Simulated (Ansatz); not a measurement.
We consider AlN (P6₃/mmc, No. 194, 4 atoms in the cell; start mp-13178; a measured phase of this formula has another space group), described by r²SCAN+rVV10 in Ansatz (plane waves, PAW).

Run with plane-wave cutoff 560 eV, 12×12×8 k mesh (along the axes of the cell as run), Fermi–Dirac smearing 0.01 eV, scalar-relativistic PAW data made under PBE.

Cell (relaxed at this level):

```cif
data_Al2N2
_chemical_formula_sum 'Al2 N2'
_space_group_name_H-M_alt 'P63/mmc'
_space_group_IT_number 194
_space_group_name_Hall '-P 6c 2c'
_cell_length_a 3.28897
_cell_length_b 3.28897
_cell_length_c 4.13085
_cell_angle_alpha 90.000
_cell_angle_beta 90.000
_cell_angle_gamma 120.000
loop_
_atom_site_label
_atom_site_type_symbol
_atom_site_symmetry_multiplicity
_atom_site_Wyckoff_symbol
_atom_site_fract_x
_atom_site_fract_y
_atom_site_fract_z
_atom_site_occupancy
Al1 Al 2 d 0.66667 0.33333 0.25000 1
N1 N 2 c 0.33333 0.66667 0.25000 1
```

### Question
Estimate the band gap that the calculation returns.

### Answer

band gap: 4.01 eV (on the SCF k mesh)

Note: the relaxation could not lower the start's symmetry, so the cell can be a saddle point above a distorted one.

Static lattice: no zero-point or thermal effects.

A start named mp-… is a Materials Project structure, which need not be a measured phase.

Ansatz is a quantum-chemistry and plane-wave program.
